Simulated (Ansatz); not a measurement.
**MoS2 with two functionals**

The parent structure is MoS2 in the 3R-MoS2 type structure (space group R3m, No. 160; a = 3.153 Å, c = 17.994 Å (hexagonal axes); layered, stacked along the Cartesian z axis).

(Cell as relaxed with PBE-D3(BJ).)

Levels (all Ansatz, a program for electronic structure, PAW, earlier PAW set): PBE-D3(BJ) (420 eV, scalar-relativistic without spin-orbit coupling); PBEsol-D3(BJ) (420 eV, no SOC).

Each level relaxes its own structure.

```json
[
 {"quantity": "volume per atom", "PBE-D3(BJ)": "17.22 Å³", "PBEsol-D3(BJ)": "16.21 Å³"},
 {"quantity": "lattice parameter a", "PBE-D3(BJ)": "3.153 Å", "PBEsol-D3(BJ)": "3.116 Å"},
 {"quantity": "lattice parameter c", "PBE-D3(BJ)": "17.994 Å", "PBEsol-D3(BJ)": "17.358 Å"},
 {"quantity": "band gap", "PBE-D3(BJ)": "0.77 eV", "PBEsol-D3(BJ)": "0.50 eV"},
 {"quantity": "gap character", "PBE-D3(BJ)": "indirect, T → Γ–S₀ (56 % along)", "PBEsol-D3(BJ)": "indirect, T → Γ–S₀ (56 % along)"},
 {"quantity": "hole mass", "PBE-D3(BJ)": "1.0 mₑ along k, 0.59 mₑ across", "PBEsol-D3(BJ)": "1.1 mₑ along k, 0.46 mₑ across"}
]
```

PBE-D3(BJ)'s volume per atom lies 1.001 Å³ above PBEsol-D3(BJ)'s (6.2 %); PBE-D3(BJ)'s lattice parameter a lies 0.037 Å above PBEsol-D3(BJ)'s (1.2 %); PBE-D3(BJ)'s lattice parameter c lies 0.636 Å above PBEsol-D3(BJ)'s (3.7 %); PBE-D3(BJ)'s band gap lies 0.264 eV above PBEsol-D3(BJ)'s; the two agree on the gap character. Neither level is exact; PBEsol-D3(BJ) is the comparison here, not a measurement.

Effective masses come from finite differences of ±0.01 Å⁻¹. Along k means along the line from Γ to the band edge. Stability against distortions was not tested.
